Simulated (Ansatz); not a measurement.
## Si: pressure series

The reference is Si (space group Cmcm, No. 63; a = 3.825 Å, b = 10.695 Å, c = 12.653 Å; a cell from a computed database, its experimental status unchecked).

Cell and atoms are relaxed at each pressure.

Computed with PBEsol (Ansatz, an electronic-structure program; PAW; 420 eV plane waves; no spin-orbit coupling).

```json
[
 {"pressure (GPa)": "-2", "volume per atom (Å³/atom)": "22.138"},
 {"pressure (GPa)": "-1", "volume per atom (Å³/atom)": "21.842"},
 {"pressure (GPa)": "0", "volume per atom (Å³/atom)": "21.566"},
 {"pressure (GPa)": "0.3", "volume per atom (Å³/atom)": "?"},
 {"pressure (GPa)": "0.7", "volume per atom (Å³/atom)": "21.383"},
 {"pressure (GPa)": "1.5", "volume per atom (Å³/atom)": "21.184"},
 {"pressure (GPa)": "3", "volume per atom (Å³/atom)": "20.834"},
 {"pressure (GPa)": "5", "volume per atom (Å³/atom)": "20.408"},
 {"pressure (GPa)": "10", "volume per atom (Å³/atom)": "19.496"}
]
```

Task: Fit the third-order Birch–Murnaghan form P(V) = (3B₀/2)[(V₀/V)^(7/3) − (V₀/V)^(5/3)]·[1 + (3/4)(B₀′ − 4)((V₀/V)^(2/3) − 1)] (squares taken in P) to the rows shown and predict the withheld row.

Result: Least squares on the printed values gives V₀ = 21.567 Å³/atom, B₀ = 80.9 GPa, B₀′ = 4.0; this predicts 21.488 Å³/atom, and the run gives 21.486 Å³/atom, 0.002 lower.

Load acts through the strain it causes; cell and atoms are relaxed under it. Whether these cells are dynamically stable was not tested. No other phases were tried under pressure. This is not the structure that Si has at room temperature and ambient pressure.
